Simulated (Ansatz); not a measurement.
Contacts of Mg

Plane-wave PAW runs of Ansatz (an electronic-structure program) at PBE, 420 eV, without spin–orbit coupling and spin-polarised for magnetic metals alone: periodic stacks cut from bulk faces, the metal strained to the host, one local minimum each, barriers from the potential line-up. PBE gaps are too small, so electron and hole barriers sum to less than measured.

| metal face | host face | atoms; faces of host | metal; metal's strain (%) | hole barrier (eV) | electron barrier (eV) |
|---|---|---|---|---|
| (1) Mg (001) | GaP-zb (001) | 53; P/P | Mg/Mg; +1.3 | ? | ? |
| (2) Mg (001) | Si (001) | 56; Si/Si | Mg/Mg; +0.7 | 0.30 | 0.31 |
| (3) Mg (001) | ZnS-zb (001) | 53; S/S | Mg/Mg; +0.2 | ? | ? |
| (4) Mg (100) | AlN-wz (100) | 28; AlN/AlN | Mg/Mg; -2.6 | 2.05 | 1.99 |
| (5) Mg (110) | HfO2-m (100) | 48; O/O | Mg/Mg; -1.4 | 3.67 | 0.37 |

Task: Some entries are withheld; supply them.

Result: 
- (1) Mg (001), hole barrier (eV): 0.78
- (1) Mg (001), electron barrier (eV): 0.79
- (3) Mg (001), hole barrier (eV): 1.74
- (3) Mg (001), electron barrier (eV): 0.27
